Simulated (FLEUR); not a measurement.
Worked example: self-consistent single point of PdAu3 (Pm-3m, 4 atoms in the cell) in FLEUR.

Method of the run: PBEsol, all-electron FLAPW (FLEUR), scalar-relativistic valence.

The change in words: lattice scaled by 0.98. Reference geometry:
```
CELL_PARAMETERS angstrom
      4.07108     0.00000     0.00000
      0.00000     4.07108     0.00000
      0.00000     0.00000     4.07108
ATOMIC_POSITIONS crystal
  Pd 0.00000 0.00000 0.00000
  Au 0.00000 0.50000 0.50000
  Au 0.50000 0.00000 0.50000
  Au 0.50000 0.50000 0.00000
```

Reference input (self-consistent single point, DFT, PBEsol, all-electron FLAPW (FLEUR), scalar-relativistic valence): Kmax = 4 1/bohr; GmaxXC = 16 1/bohr; xcFunctional = PBEs; jspins = 1; l_soc = F; mode = gauss; fermiSmearingEnergy = 0.00999582 Htr; mesh (inpgen div1-3) = 11 11 11; inpgen gamma flag = false; Gmax = 16 1/bohr; numbands = 0; maxIterBroyd = 15. This run's input differs from it in these lines:

```diff
@@ -6,3 +6,3 @@
 0.0000000000 0.0000000000 1.0000000000
-7.6932262314
+7.5393609509
 1.0 1.0 1.0
@@ -46,5 +46,5 @@
          <bravaisMatrix>
-            <row-1>    7.6932262313999997     0.0000000000000000     0.0000000000000000</row-1>
-            <row-2>    0.0000000000000000     7.6932262313999997     0.0000000000000000</row-2>
-            <row-3>    0.0000000000000000     0.0000000000000000     7.6932262313999997</row-3>
+            <row-1>    7.5393609508999999     0.0000000000000000     0.0000000000000000</row-1>
+            <row-2>    0.0000000000000000     7.5393609508999999     0.0000000000000000</row-2>
+            <row-3>    0.0000000000000000     0.0000000000000000     7.5393609508999999</row-3>
          </bravaisMatrix>
```

Output (repeated stretches shortened):

```
 Iteration:     1   Distance:      17.17962433 me/bohr^3
 Iteration:     2   Distance:      14.85493261 me/bohr^3
 Iteration:     3   Distance:       8.53741805 me/bohr^3
 Iteration:     4   Distance:      10.02142237 me/bohr^3
 Iteration:     5   Distance:       6.69458606 me/bohr^3
   [... 10 lines left out ...]
 Iteration:    16   Distance:       0.00008334 me/bohr^3
 Iteration:    17   Distance:       0.00003436 me/bohr^3
 Iteration:    18   Distance:       0.00001669 me/bohr^3
 Iteration:    19   Distance:       0.00000315 me/bohr^3
 Run finished successfully
 Stop message:
   Structural relaxation: Done

[file out, last iteration]
             iter=     20
[...]
          total density-effective poten   -1.0902197414E+05
          total charge density-energy d   -1.2224924626E+03
 Updated energy parameters for spin:           1
[...]
 fermi energy and band-weighting factors:
    1.119986    1.123454    1.131349

[...]
FERMIE:
          first approx. to ef    (T=0)  :   0.441980 htr   (energy of the highest occ. eigenvalue)
          number of occ. states  (T=0)  :       1873
          first approx. to seigv (T=0)  : -24.763178 htr
          sum of weights of occ. states :  33.510894
          sum of semicore charge        :   0.000000 e
          fermi energy=   0.44346 har   work function= -12.06706 ev
          number of valence electrons=  67.00000
   [... lines left out ...]
          total moment                 =     0.00000
 Direct bandgap for spin            1 :    6.5078949889879611E-003  Htr
 ---->    free energy=                    -62172.6267967001 htr
   [... lines left out ...]
      extrapolation for T->0
 ---->    total electron energy=          -62172.6267967001 htr
 ***** TOTAL FORCES ON ATOMS *****
 TOTAL FORCE FOR ATOM TYPE=  1  X=  0.000   Y=  0.000   Z=  0.000
                       FX_TOT= 0.000000 FY_TOT= 0.000000 FZ_TOT= 0.000000
 TOTAL FORCE FOR ATOM TYPE=  2  X=  0.000   Y=  3.770   Z=  3.770
                       FX_TOT= 0.000000 FY_TOT= 0.000000 FZ_TOT= 0.000000
```

The run converged in 19 iterations. FLEUR gives forces in its relaxation mode, with a further iteration, so its stop message speaks of a relaxation. Against the reference run the total energy falls by 2.2 meV/atom.

The starting cell comes from a database of computed structures (which also holds hypothetical and non-ambient phases and stackings), without a prior relaxation at this level. For this run, on top of that: lattice scaled by 0.98. Spin-orbit coupling is off. Spin polarisation is off. Values depend on the basis (sphere radii, cutoffs, local orbitals), which need not be converged. The log's line on a gap gives a spacing of levels on this mesh, which the program prints for metals too.

Cost on one core of a shared machine: roughly 4 min.
